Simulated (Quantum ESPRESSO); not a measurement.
A self-consistent single point of La3S4 (I-43d, 14 atoms in the cell) with Quantum ESPRESSO.

Method: PBEsol, GBRV 1.5 ultrasoft (PBESOL) pseudopotentials (plane waves; Quantum ESPRESSO).

The change in words: lattice scaled by 1.015. Reference geometry:
```
CELL_PARAMETERS angstrom
     -4.37444     4.37444     4.37444
      4.37444    -4.37444     4.37444
      4.37444     4.37444    -4.37444
ATOMIC_POSITIONS crystal
  La 0.87500 0.12500 0.75000
  La 0.62500 0.37500 0.25000
  La 0.75000 0.87500 0.12500
  La 0.25000 0.62500 0.37500
  La 0.12500 0.75000 0.87500
  La 0.37500 0.25000 0.62500
  S  0.64924 0.64924 0.64924
  S  0.35076 0.50000 0.00000
  S  0.50000 0.00000 0.85076
  S  0.00000 0.35076 0.50000
  S  0.85076 0.50000 0.00000
  S  0.14924 0.14924 0.14924
  S  0.00000 0.85076 0.50000
  S  0.50000 0.00000 0.35076
```

Reference input (self-consistent single point, DFT, PBEsol, plane waves, GBRV 1.5 ultrasoft (PBESOL) pseudopotentials): ecutwfc = 40 Ry; ecutrho = 200 Ry; occupations = smearing; smearing = gauss; degauss = 0.0099958 Ry; potentials = {La: la_pbesol_v1.uspp.F.UPF, S: s_pbesol_v1.4.uspp.F.UPF}; K_POINTS = automatic 5 5 5 0 0 0; conv_thr = 1e-11 Ry; mixing_beta = 0.7. This run's input differs from it in these lines:

```diff
@@ -27,16 +27,16 @@
 ATOMIC_POSITIONS {angstrom}
-La    0.000000000    6.561667500    1.093611250
-La    0.000000000    2.187222500    3.280833750
-La    1.093611250    0.000000000    6.561667500
-La    3.280833750    0.000000000    2.187222500
-La    6.561667500    1.093611250    0.000000000
-La    2.187222500    3.280833750    0.000000000
-S     2.840064672    2.840064672    2.840064672
-S     0.652842172   -0.652842172    3.721602828
-S     1.534380328    5.908825328   -1.534380328
-S     3.721602828    0.652842172   -0.652842172
-S    -1.534380328    1.534380328    5.908825328
-S     0.652842172    0.652842172    0.652842172
-S     5.908825328   -1.534380328    1.534380328
-S    -0.652842172    3.721602828    0.652842172
+La    0.000000000    6.660093000    1.110015500
+La    0.000000000    2.220031000    3.330046500
+La    1.110015500    0.000000000    6.660093000
+La    3.330046500    0.000000000    2.220031000
+La    6.660093000    1.110015500    0.000000000
+La    2.220031000    3.330046500    0.000000000
+S     2.882665853    2.882665853    2.882665853
+S     0.662634853   -0.662634853    3.777427147
+S     1.557396147    5.997458147   -1.557396147
+S     3.777427147    0.662634853   -0.662634853
+S    -1.557396147    1.557396147    5.997458147
+S     0.662634853    0.662634853    0.662634853
+S     5.997458147   -1.557396147    1.557396147
+S    -0.662634853    3.777427147    0.662634853
 K_POINTS {automatic}
@@ -44,5 +44,5 @@
 CELL_PARAMETERS {bohr}
-  -8.266502997     8.266502997     8.266502997
-   8.266502997    -8.266502997     8.266502997
-   8.266502997     8.266502997    -8.266502997
+  -8.390501156     8.390501156     8.390501156
+   8.390501156    -8.390501156     8.390501156
+   8.390501156     8.390501156    -8.390501156
```

Log, with long lists cut:

```
     Self-consistent Calculation

     iteration #  1     ecut=    40.00 Ry     beta= 0.70

---- Real-time Memory Report at c_bands before calling an iterative solver
          1058 MiB given to the printing process from OS
           237 MiB allocation reported by mallinfo(arena+hblkhd)
------------------

     Threshold (ethr) on eigenvalues was too large:
     Diagonalizing with lowered threshold

---- Real-time Memory Report at c_bands before calling an iterative solver
          1229 MiB given to the printing process from OS
           255 MiB allocation reported by mallinfo(arena+hblkhd)
------------------

   [... lines left out ...]
          1271 MiB given to the printing process from OS
           327 MiB allocation reported by mallinfo(arena+hblkhd)
------------------

     negative rho (up, down):  3.130E-01 0.000E+00

     total energy              =    -807.47700138 Ry
     estimated scf accuracy    <          5.4E-10 Ry

     iteration # 13     ecut=    40.00 Ry     beta= 0.70

---- Real-time Memory Report at c_bands before calling an iterative solver
          1271 MiB given to the printing process from OS
           327 MiB allocation reported by mallinfo(arena+hblkhd)
------------------

     negative rho (up, down):  3.130E-01 0.000E+00
     End of self-consistent calculation

     the Fermi energy is    11.1124 ev

!    total energy              =    -807.47700138 Ry
     estimated scf accuracy    <          5.4E-12 Ry
     smearing contrib. (-TS)   =      -0.00837677 Ry
     internal energy E=F+TS    =    -807.46862461 Ry

     convergence has been achieved in  13 iterations

     negative rho (up, down):  3.130E-01 0.000E+00

     Forces acting on atoms (cartesian axes, Ry/au):

     atom    1 type  1   force =    -0.00000000   -0.00000000   -0.00000000
     atom    2 type  1   force =    -0.00000000   -0.00000000    0.00000000
     atom    3 type  1   force =     0.00000000    0.00000000    0.00000000
     atom    4 type  1   force =    -0.00000000   -0.00000000    0.00000000
     atom    5 type  1   force =     0.00000000    0.00000000    0.00000000
   [... lines left out ...]
     Total force =     0.005882     Total SCF correction =     0.000002
   [... lines left out ...]

     negative rho (up, down):  3.130E-01 0.000E+00
          total   stress  (Ry/bohr**3)                   (kbar)     P=      -64.17
  -0.00043625   0.00000000   0.00000000          -64.17        0.00        0.00
   0.00000000  -0.00043625   0.00000000            0.00      -64.17        0.00
   0.00000000   0.00000000  -0.00043625            0.00        0.00      -64.17

   JOB DONE.
```

The run converged in 13 iterations. Against the reference run the free energy goes up by 34.3 meV/atom, the pressure goes from -3.52 to -6.42 GPa and the largest force goes from 0.042 to 0.053 eV/Å.

The starting cell comes from a database of computed structures (which also holds hypothetical and non-ambient phases and stackings), without a prior relaxation at this level. For this run, on top of that: lattice scaled by 1.015.

Cost on one core of a shared machine: roughly 6 min.
